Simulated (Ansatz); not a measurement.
The reference is WSe2 (space group P6_3/mmc, No. 194; a = 3.279 Å, c = 12.786 Å; layered, stacked along the Cartesian z axis). Axes: x lies along a and z along c of the hexagonal cell.

Method: PBE-D3(BJ) (Ansatz, a first-principles code, PAW, spin-orbit coupling left out).

Base values:

| Quantity | Value |
|---|---|
| Valence-band top at Γ | 0.00, -0.96, -1.20 eV |
| Pressure | 0.0 kbar |
| Gap character | indirect, Γ → K–Γ (47 % along) |
| Smallest direct gap | 1.57 eV |

It is then changed as follows: biaxial strain −1.80 %, plane normal [001], relaxed out of plane (Cartesian); in-plane vectors clamped, the third vector and the atoms free.

Problem. How does this affect the valence-band top at Γ?

Solution. The valence-band top at Γ (three highest levels, from the VBM) changes from 0.00, -0.96, -1.20 eV to 0.00, -1.02, -1.13 eV.

Problem. What does the calculation give for the pressure after the change?

Solution. The pressure (mean of the normal stresses, compression positive) goes from zero to 30.1 kbar.

Problem. What does the calculation give for the gap character after the change?

Solution. The gap character remains indirect, Γ → K–Γ (47 % along).

Problem. Estimate the effect on the out-of-plane strain.

Solution. The out-of-plane strain comes out as +0.69 %.

Problem. Predict the new smallest direct gap.

Solution. The smallest direct gap goes up by 0.17 eV to 1.74 eV.

With W present, leaving out spin-orbit coupling can change the band edges. Gaps are Kohn–Sham eigenvalue differences; semilocal functionals usually give less than the measured gap. No phonon test of stability was made.
